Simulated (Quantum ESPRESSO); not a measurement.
# Quick settings and what they miss: In (I4/mmm, 1 atom in the cell)

Self-consistent single point.

```xyz
1
Lattice="1.6693 -1.6693 2.2629 1.6693 1.6693 2.2629 -1.6693 -1.6693 2.2629" Properties=species:S:1:pos:R:3 pbc="T T T"
In     0.0000     0.0000     0.0000
```

Method of the run: revPBE, GBRV 1.5 ultrasoft (PBE) pseudopotentials (plane waves; Quantum ESPRESSO).

Base settings: ecutwfc = 40 Ry; ecutrho = 200 Ry; occupations = smearing; smearing = cold; degauss = 0.0099958 Ry; input_dft = revpbe; potentials = {In: in_pbe_v1.4.uspp.F.UPF}; K_POINTS = automatic 18 18 18 0 0 0; conv_thr = 1e-10 Ry.

Tight run (finer mesh or higher cutoff; not a proven limit): ecutwfc: 40 Ry → 56 Ry; ecutrho: 200 Ry → 280 Ry; conv_thr: 1e-10 Ry → 7.3e-11 Ry; K_POINTS: automatic 18 18 18 0 0 0 → automatic 25 25 25 0 0 0. It gave Fermi level (on the code's own zero) 10.91 eV; pressure 4.87 GPa.

Quick runs, as changes from the base:
- A: the base itself
- B: ecutwfc: 40 Ry → 32 Ry; ecutrho: 200 Ry → 160 Ry; smearing: cold → fd; degauss: 0.0099958 Ry → 0.036749 Ry; input_dft: revpbe → default; conv_thr: 1e-10 Ry → 7.3e-05 Ry; pseudopotentials: {In: in_pbe_v1.4.uspp.F.UPF} → {In: in_lda_v1.4.uspp.F.UPF}; K_POINTS: automatic 18 18 18 0 0 0 → automatic 6 6 6 0 0 0 [LDA (PZ)]
- C: smearing: cold → fd; degauss: 0.0099958 Ry → 0.036749 Ry; conv_thr: 1e-10 Ry → 7.3e-06 Ry; K_POINTS: automatic 18 18 18 0 0 0 → automatic 4 4 4 0 0 0
- D: ecutwfc: 40 Ry → 20 Ry; ecutrho: 200 Ry → 100 Ry; degauss: 0.0099958 Ry → 0.0147 Ry; conv_thr: 1e-10 Ry → 7.3e-06 Ry; K_POINTS: automatic 18 18 18 0 0 0 → automatic 2 2 2 0 0 0
- E: ecutwfc: 40 Ry → 20 Ry; ecutrho: 200 Ry → 100 Ry; input_dft: revpbe → default; pseudopotentials: {In: in_pbe_v1.4.uspp.F.UPF} → {In: in_lda_v1.4.uspp.F.UPF}; K_POINTS: automatic 18 18 18 0 0 0 → automatic 4 4 4 1 1 1 [LDA (PZ)]
- F: ecutwfc: 40 Ry → 28 Ry; ecutrho: 200 Ry → 140 Ry; smearing: cold → fd; degauss: 0.0099958 Ry → 0.036749 Ry; conv_thr: 1e-10 Ry → 7.3e-06 Ry; K_POINTS: automatic 18 18 18 0 0 0 → automatic 4 4 4 1 1 1

Energies are extrapolated to zero smearing width, which holds to low order in the width alone (under cold and Methfessel-Paxton smearing the free energy itself is taken).

Dashes: energy of B, E, another energy zero.

† marks runs with another functional, U, potentials or spin treatment: their distance from the tight run is not a convergence error alone.

The count of work is k-points × plane waves × bands × iterations; it is no time. 

The starting cell comes from a database of computed structures (which also holds hypothetical and non-ambient phases and stackings), without a prior relaxation at this level. Its lattice was rescaled by a random factor within 2.5 % of one. In the base run, with a pressure of about 4 GPa the cell is away from its equilibrium volume at this level.

| run | energy less tight (meV/atom) | pressure less tight (GPa) | count of work / tight |
|---|---|---|---|
| A | 53.2 | -0.97 | 0.25 |
| B† | – | -8.08 | 0.0082 |
| C | 176.1 | 4.21 | 0.0041 |
| D | 11082.2 | -348.17 | 0.00055 |
| E† | – | -345.65 | 0.0026 |
| F | 414.7 | -21.95 | 0.0025 |

Among the runs at the tight run's level, the energy misses run from 53.2 to 11082.2 meV/atom.
